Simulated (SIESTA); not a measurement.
SIESTA run on SrAg2 (Imm2, 6 atoms in the cell): self-consistent single point.

Computed with LDA PW92, numerical atomic orbitals DZP, PseudoDojo LDA standard norm-conserving potentials (rewritten from UPF to PSML) in SIESTA.

```yaml
crystal:
  lattice:
    - [-2.36939, 3.86186, 4.13647]
    - [2.36939, -3.86186, 4.13647]
    - [2.36939, 3.86186, -4.13647]
  atoms:
    - { symbol: Sr, position: [0.30105, 0.05105, 0.25000] }
    - { symbol: Sr, position: [0.70499, 0.95499, 0.75000] }
    - { symbol: Ag, position: [0.28310, 0.33769, 0.94541] }
    - { symbol: Ag, position: [0.71690, 0.66231, 0.05459] }
    - { symbol: Ag, position: [0.89228, 0.33769, 0.55459] }
    - { symbol: Ag, position: [0.10772, 0.66231, 0.44541] }
```

Reference input (self-consistent single point, DFT, LDA PW92, numerical atomic orbitals DZP, PseudoDojo LDA standard norm-conserving potentials (rewritten from UPF to PSML)): XC.functional = LDA; XC.authors = PW92; potentials = PseudoDojo LDA standard; PAO.BasisSize = DZP; PAO.EnergyShift = 0.01 Ry; MeshCutoff = 400 Ry; kgrid.MonkhorstPack = 4 4 4; OccupationFunction = MP; OccupationMPOrder = 0; ElectronicTemperature = 1160.45 K; MaxSCFIterations = 150; SCF.Mixer.Method = Broyden. This run's input differs from it in these lines:

```diff
@@ -44,3 +44,6 @@
 SCF.Mixer.History            6
-SCF.DM.Tolerance             1.0E-04
+SCF.DM.Converge              false
+SCF.H.Converge               false
+SCF.FreeE.Converge           true
+SCF.FreeE.Tolerance          1.0E-12 eV
 Diag.ParallelOverK           true
```

Output, abridged:

```
        iscf     Eharris(eV)        E_KS(eV)     FreeEng(eV)     dDmax    Ef(eV) dHmax(eV)
   scf:    1   -18588.688616   -18687.528800   -18687.561655  3.052077 -1.931748 20.654985
   scf:    2   -18735.951393   -18714.598232   -18714.617230  0.847677 -2.492268 11.857594
   scf:    3   -18732.947602   -18726.425415   -18726.438374  0.704908 -2.959902  2.618422
   scf:    4   -18724.715529   -18726.421913   -18726.433705  0.334483 -3.170817  3.036819
   scf:    5   -18727.459557   -18727.009375   -18727.021745  0.085768 -3.107798  1.442586
   [... 141 lines left out ...]
   scf:  147   -18727.188753   -18727.188753   -18727.201050  0.000000 -3.062878  0.000000
   scf:  148   -18727.188753   -18727.188753   -18727.201050  0.000000 -3.062878  0.000000
   scf:  149   -18727.188753   -18727.188753   -18727.201050  0.000000 -3.062878  0.000000
   scf:  150   -18727.188753   -18727.188753   -18727.201050  0.000000 -3.062878  0.000000
SCF_NOT_CONV: SCF did not converge in maximum number of steps (required).
SCF_NOT_CONV: SCF did not converge in maximum number of steps (required).
Geom step, scf iteration, dDmax, dHmax:    0   150      0.000000     0.000000
Geom step, scf iteration, dDmax, dHmax:    0   150      0.000000     0.000000

ABNORMAL_TERMINATION
ABNORMAL_TERMINATION
Stopping Program from Node:    0
Stopping Program from Node:    0
```

The run ended unconverged after 150 iterations. 

The starting cell comes from a database of computed structures (which also holds hypothetical and non-ambient phases and stackings), without a prior relaxation at this level. Its lattice was rescaled by up to half a per cent. One atom was moved a little off its site on purpose. Values carry the incompleteness of an atom-centred basis.

Cost on one core of a shared machine: roughly 5 min.
